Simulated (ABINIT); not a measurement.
**A self-consistent single point of Ca₄LaB₃O₁₀ (Cm, 18 atoms in the cell) with ABINIT**

Computed with LDA (PW92), PAW (JTH v2.0 LDA PAW) (plane waves; ABINIT 10.0.3).

Input as run:

```
# Ca4LaB3O10, JTH v2.0 LDA PAW
pp_dirpath "./"
pseudos "Ca.LDA_PW-JTH.xml, La.LDA_PW-JTH.xml, B.LDA_PW-JTH.xml, O.LDA_PW-JTH.xml"
acell 3*1.0
rprim
         7.6292608918  -15.0805001341   -0.0000000000
         7.6292608918   15.0805001341   -0.0000000000
        -1.3435612595    0.0000000000    6.6591284118
natom 18
ntypat 4
znucl 20 57 5 8
typat 1 1 1 1 2 3 3 3 4 4 4 4 4 4 4 4 4 4
xred
         0.0968700000    0.4590300000    0.6707400000
         0.4590300000    0.0968700000    0.6707400000
         0.7644400000    0.5360200000    0.3338200000
         0.5360200000    0.7644400000    0.3338200000
         0.0044000000    0.0044000000    0.0010300000
         0.1575500000    0.7652300000    0.0888900000
         0.7652300000    0.1575500000    0.0888900000
         0.3899200000    0.3899200000    0.7097800000
         0.2424800000    0.7001200000    0.2730000000
         0.7001200000    0.2424800000    0.2730000000
         0.9550400000    0.2515200000    0.0961600000
         0.2515200000    0.9550400000    0.0961600000
         0.6387000000    0.9775400000    0.8915100000
         0.9775400000    0.6387000000    0.8915100000
         0.8263100000    0.8263100000    0.4178900000
         0.4001800000    0.5491400000    0.7570900000
         0.5491400000    0.4001800000    0.7570900000
         0.2168300000    0.2168300000    0.6144700000
ecut 52 Ry
pawecutdg 104 Ry
pawovlp -1
pawxcdev 0
ixc 7
occopt 1
nband 62
kptopt 1
ngkpt 2 2 5
nshiftk 1
shiftk 0 0 0
nstep 60
tolvrs 1.0e-10
diemac 6
prtwf 0
prtden 0
enunit 1
```

Output, abridged:

```
 Symmetries : space group Cm (#  8); Bravais mC (1-face-center monocl.)

 -outvars: echo values of preprocessed input variables --------
            acell      1.0000000000E+00  1.0000000000E+00  1.0000000000E+00 Bohr
           diemac      6.00000000E+00
             ecut      2.60000000E+01 Hartree
           enunit           1
              ixc           7
         kptrlatt        2    0    0      0    2    0      0    0    5
          kptrlen      3.05170436E+01
            natom          18
            nband          62
            ngfft          80      80      32
          ngfftdg         120     120      48
             nkpt           9
            nstep          60
             nsym           2
           ntypat           4
        pawecutdg      5.20000000E+01 Hartree
          pawovlp     -1.0000000000E+00
         pawxcdev           0
            rprim      7.6292608918E+00 -1.5080500134E+01 -0.0000000000E+00
                       7.6292608918E+00  1.5080500134E+01 -0.0000000000E+00
                      -1.3435612595E+00  0.0000000000E+00  6.6591284118E+00
          spgroup           8
           tolvrs      1.00000000E-10
            typat      1  1  1  1  2  3  3  3  4  4  4  4  4  4  4  4  4  4
           useylm           1
             xred      9.6870000000E-02  4.5903000000E-01  6.7074000000E-01
                       4.5903000000E-01  9.6870000000E-02  6.7074000000E-01
                       7.6444000000E-01  5.3602000000E-01  3.3382000000E-01
                       5.3602000000E-01  7.6444000000E-01  3.3382000000E-01
                       4.4000000000E-03  4.4000000000E-03  1.0300000000E-03
                       1.5755000000E-01  7.6523000000E-01  8.8890000000E-02
                       7.6523000000E-01  1.5755000000E-01  8.8890000000E-02
                       3.8992000000E-01  3.8992000000E-01  7.0978000000E-01
                       2.4248000000E-01  7.0012000000E-01  2.7300000000E-01
                       7.0012000000E-01  2.4248000000E-01  2.7300000000E-01
                       9.5504000000E-01  2.5152000000E-01  9.6160000000E-02
                       2.5152000000E-01  9.5504000000E-01  9.6160000000E-02
                       6.3870000000E-01  9.7754000000E-01  8.9151000000E-01
                       9.7754000000E-01  6.3870000000E-01  8.9151000000E-01
                       8.2631000000E-01  8.2631000000E-01  4.1789000000E-01
                       4.0018000000E-01  5.4914000000E-01  7.5709000000E-01
                       5.4914000000E-01  4.0018000000E-01  7.5709000000E-01
                       2.1683000000E-01  2.1683000000E-01  6.1447000000E-01
            znucl       20.00000   57.00000    5.00000    8.00000

== DATASET  1 ==================================================================

 Exchange-correlation functional for the present dataset will be:
  LDA: Perdew-Wang 92 LSD fit to Ceperley-Alder data - ixc=7
 Citation for XC functional:
  J.P.Perdew and Y.Wang, PRB 45, 13244 (1992)

 Real(R)+Recip(G) space primitive vectors, cartesian coordinates (Bohr,Bohr^-1):
 R(1)=  7.6292609-15.0805001  0.0000000  G(1)=  0.0655371 -0.0331554  0.0132229
 R(2)=  7.6292609 15.0805001  0.0000000  G(2)=  0.0655371  0.0331554  0.0132229
 R(3)= -1.3435613  0.0000000  6.6591284  G(3)=  0.0000000  0.0000000  0.1501698
 Unit cell volume ucvol=  1.5323063E+03 bohr^3
 Angles (23,13,12)=  9.51222371E+01  9.51222371E+01  1.26330086E+02 degrees

 Coarse grid specifications (used for wave-functions):

 getcut: wavevector=  0.0000  0.0000  0.0000  ngfft=  80  80  32
         ecut(hartree)=     26.000   => boxcut(ratio)=   2.05240

 Fine grid specifications (used for densities):

 getcut: wavevector=  0.0000  0.0000  0.0000  ngfft= 120 120  48
         ecut(hartree)=     52.000   => boxcut(ratio)=   2.17681

   2.24244488E+04                                ecore*ucvol(ha*bohr**3)

_setup2: Arith. and geom. avg. npw (full set) are    9698.450    9698.440

--- !BeginCycle
solver: {iscf: 17, nstep: 60, nline: 4, wfoptalg: 10, }
tolerances: {tolvrs: 1.00E-10, }
...

     iter   Etot(hartree)      deltaE(h)  residm     nres2
 ETOT  1  -351.00295540867    -3.510E+02 7.822E-01 1.884E+02
 ETOT  2  -351.96821816132    -9.653E-01 2.577E-02 5.320E+01
 ETOT  3  -351.91088947123     5.733E-02 1.286E-02 6.536E+00
 ETOT  4  -351.90156313188     9.326E-03 2.701E-02 3.615E+00
 ETOT  5  -351.89804359644     3.520E-03 3.050E-03 2.563E-01
 ETOT  6  -351.89808324379    -3.965E-05 2.081E-03 4.810E-02
   [... 11 lines left out ...]
 ETOT 18  -351.89804706059     2.956E-12 4.902E-05 6.450E-09
 ETOT 19  -351.89804706058     5.002E-12 4.424E-05 8.982E-10
 ETOT 20  -351.89804706058     2.501E-12 6.303E-05 1.253E-09
 ETOT 21  -351.89804706058    -2.785E-12 4.807E-05 1.259E-10
 ETOT 22  -351.89804706058    -1.023E-12 9.566E-05 1.164E-11

 At SCF step   22       nres2   =  1.16E-11 < tolvrs=  1.00E-10 =>converged.

 Cartesian components of stress tensor (hartree/bohr^3)
  sigma(1 1)=  4.29713255E-05  sigma(3 2)=  0.00000000E+00
  sigma(2 2)=  5.97731074E-05  sigma(3 1)= -1.60231634E-05
  sigma(3 3)=  8.77994054E-05  sigma(2 1)=  0.00000000E+00

 ----iterations are completed or convergence reached----

 reduced coordinates (array xred) for   18 atoms
       0.096870000000      0.459030000000      0.670740000000
       0.459030000000      0.096870000000      0.670740000000
       0.764440000000      0.536020000000      0.333820000000
   [... 15 lines left out ...]
 cartesian forces (eV/Angstrom) at end:
    1      0.02668121496126     0.00074803509904     0.01365183087431
    2      0.02668121496126    -0.00074803509904     0.01365183087431
    3     -0.03127751707355    -0.02361809974231     0.00623957396034
   [... 15 lines left out ...]
 frms,max,avg= 2.1371996E-01 4.9409962E-01  -3.016E-04  0.000E+00 -2.640E-04 e/A
 length scales=  1.000000000000  1.000000000000  1.000000000000 bohr
              =  0.529177208590  0.529177208590  0.529177208590 angstroms
 Fermi (or HOMO) energy (eV) =   3.00279   Average Vxc (eV)= -10.61996
 Eigenvalues (   eV  ) for nkpt=   9  k points:
 kpt#   1, nband= 62, wtk=  0.05000, kpt=  0.0000  0.0000  0.0000 (reduced coord)
 -34.58880  -34.58717  -34.13164  -34.12338  -26.55916  -16.68498  -16.53655  -16.29193
 -16.14695  -15.93579  -15.84241  -15.80145  -15.78813  -15.69541  -15.52069  -15.34987
 -15.34494  -15.33947  -14.82110  -14.71825  -14.03363  -13.98114  -13.56196  -13.53859
 -13.45327  -13.38957  -12.57617  -10.07921   -9.96962   -8.90420   -2.72737   -2.28151
  -2.26089   -1.85478   -1.55947   -1.54588   -1.42540   -1.25105   -0.93937   -0.62182
  -0.60839   -0.35947    0.51433    0.60932    0.80385    1.04261    1.12782    1.20014
   1.33065    1.36614    1.48946    1.73562    1.76380    1.82642    1.99101    2.04060
   2.21719    2.32164    2.57844    3.00279    7.23128    7.96861
 prteigrs : prtvol=0 or 1, do not print more k-points.

--- !EnergyTerms
comment             : Components of total free energy in Hartree
kinetic             :  1.32468115061374E+02
hartree             :  8.41487728974646E+01
xc                  : -6.10555073597986E+01
Ewald energy        : -2.62650981771550E+02
psp_core            :  1.46344424111581E+01
local_psp           : -2.82762479627884E+02
spherical_terms     :  2.33195914701142E+01
total_energy        : -3.51898046919121E+02
total_energy_eV     : -9.57563283430050E+03
...

-Cartesian components of stress tensor (GPa)         [Pressure= -1.8687E+00 GPa]
- sigma(1 1)=  1.26425983E+00  sigma(3 2)=  0.00000000E+00
- sigma(2 2)=  1.75858524E+00  sigma(3 1)= -4.71417665E-01
- sigma(3 3)=  2.58314726E+00  sigma(2 1)=  0.00000000E+00

 Calculation completed.
```

The run converged in 22 iterations.

The starting cell comes from a database of computed structures (which also holds hypothetical and non-ambient phases and stackings), without a prior relaxation at this level. Its lattice was rescaled by a random factor within 2.5 % of one.

Cost on one core of a shared machine: roughly 10 min.
